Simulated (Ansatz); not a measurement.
The starting structures come from a database of crystals and need not be the phases stable at ambient conditions.

 Where the default PAW files enter, the runs use the earlier of Ansatz's two default sets.

The decay constant κ of evanescent states in the gap governs leakage through a thin film.

Given:

```
Li3RhH4
1.0
    3.73426     0.00000     0.00000
   -1.86713     4.43591     0.00000
    0.00000     0.00000     8.76664
Li H Rh
6 8 2
Direct
  0.16199   0.32398   0.42957
  0.83801   0.67602   0.57043
  0.83801   0.67602   0.92957
  0.16199   0.32398   0.07043
  0.48791   0.97582   0.25000
  0.51209   0.02418   0.75000
  0.93517   0.87034   0.12278
  0.06483   0.12966   0.87722
  0.06483   0.12966   0.62278
  0.93517   0.87034   0.37722
  0.66705   0.33410   0.38701
  0.33295   0.66590   0.61299
  0.33295   0.66590   0.88701
  0.66705   0.33410   0.11299
  0.79675   0.59350   0.25000
  0.20325   0.40650   0.75000
```

Space group of this cell: Cmcm. The cell is taken as given.

Transport runs along the normal of the first two printed cell vectors.

No gap correction and no spin-orbit coupling; mid-gap values are interpolated between computed energies.

### Question
Estimate the band gap and the smallest decay constant κ at mid-gap that r2SCAN (Ansatz, an electronic-structure program) returns for this system.

### Answer
Gap 0.70 eV on a 10×10×4 mesh; κ = 0.269 1/Å, at (0.400, 0.250) of the in-plane reciprocal vectors. At the zone centre, at the nearest computed energy, the slowest state has κ = 0.45 1/Å.
